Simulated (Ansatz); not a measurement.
Consider SiC in the zinc blende structure (space group F-43m, No. 216).

```yaml
crystal:
  lattice:
    - [0.00000, 2.17843, 2.17843]
    - [2.17843, 0.00000, 2.17843]
    - [2.17843, 2.17843, 0.00000]
  atoms:
    - { symbol: Si, position: [0.00000, 0.00000, 0.00000] }
    - { symbol: C, position: [0.25000, 0.25000, 0.25000] }
```

Cartesian axes are those of the cell as printed.

Level of theory: plane-wave PAW DFT at the PBEsol level (Ansatz, an electronic-structure program, 420 eV), no SOC.

For the base:

- Smallest direct gap = 4.45 eV
- Valley order = X along ⟨100⟩ 1.24 eV

One thing is altered: a pure shear with ε_xy = ε_yx = 0.0057, atoms relaxed at fixed cell.

Q: What does the calculation give for the smallest direct gap, valley order and energy relative to the base after the change?

A: The smallest direct gap drops by 0.11 eV to 4.34 eV; the valley order (the lowest conduction-band minima on the path, energy above the VBM, named in the base's zone) goes from X along ⟨100⟩ 1.24 eV to X along [001] 1.18 eV; X along [010] 1.19 eV; the energy increases by 1.0 meV/atom.

The cells carry an imposed strain or load. Semilocal Kohn–Sham gaps tend to fall short of experiment. Whether these cells are dynamically stable was not tested.
